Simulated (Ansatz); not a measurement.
# A computed series for PbTe: alloy series

Base system: PbTe in the rock salt structure (space group Fm-3m, No. 225; a = 6.534 Å).

The other end (x = 1) is PbS in the rock salt structure (space group Fm-3m, No. 225): 26.66 Å³/atom, gap 0.69 eV.

S replaces a fraction x of Te; each row is one arrangement (x, atoms in the cell, starting space group or random), fully relaxed.

The values are results of Kohn–Sham DFT with the r2SCAN functional, run in Ansatz (a program for electronic structure) with PAW and 500 eV plane waves, without spin-orbit coupling, not measurements.

```json
[
 {"S fraction x": "0", "volume per atom (Å³/atom)": "34.873"},
 {"S fraction x": "0.25 (C2/m, 8 atoms)", "volume per atom (Å³/atom)": "32.623"},
 {"S fraction x": "0.25 (Pm-3m, 8 atoms)", "volume per atom (Å³/atom)": "33.093"},
 {"S fraction x": "0.5 (C2/m, 8 atoms)", "volume per atom (Å³/atom)": "?"},
 {"S fraction x": "0.75 (I4/mmm, 8 atoms)", "volume per atom (Å³/atom)": "28.901"},
 {"S fraction x": "0.75 (C2/m, 8 atoms)", "volume per atom (Å³/atom)": "28.535"},
 {"S fraction x": "1", "volume per atom (Å³/atom)": "26.657"}
]
```

### Question
Fit V(x) = (1 − x) V(0) + x V(1) − b x(1 − x) with the ends held (b = 0 is Vegard's rule) to the rows shown and predict the withheld row.

### Answer
Least squares on the printed values gives b = -0.12 Å³/atom, against 30.765 Å³/atom from the straight line alone (largest residual 0.251 Å³/atom); this predicts 30.796 Å³/atom, and the run gives 30.515 Å³/atom, 0.281 lower.

These are small ordered cells, not random alloys; other orderings at the same x differ. With Pb and Te present, leaving out spin-orbit coupling can change the band edges. No phonon test of stability was made.
